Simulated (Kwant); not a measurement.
Model system: wire with a row of barriers in a Si two-dimensional gas. Effective mass 0.19 mₑ, grid spacing 3 nm, hard walls, nominal width 60 nm (19 grid rows, so walls 60 nm apart), one parabolic valley, scattering region 300 nm long along x; energies count from the band bottom; Fermi energy swept from 0.0004398 to 0.0052226 eV. 2 barrier(s) across the wire, height 0.0098 eV, thickness 12 nm (about 4 grid columns), spaced by 18 nm.

The device is made up for the run: typed textbook-type constants, with dimensions and the other settings drawn at random.

Kwant, effective-mass tight-binding model on a square grid, one spin, coherent transport at 0 K. Conductance is in e²/h.

**Question.** How many channels do the leads carry at E = 2.91, 3.06, 4.29 meV?

**Answer.** The hard-wall thresholds are n² ħ²π²/(2mW²) = n² × 0.550 meV with W = 60 nm. √(2.91/0.550) = 2.30, so 2. √(3.06/0.550) = 2.36, so 2. √(4.29/0.550) = 2.79, so 2.
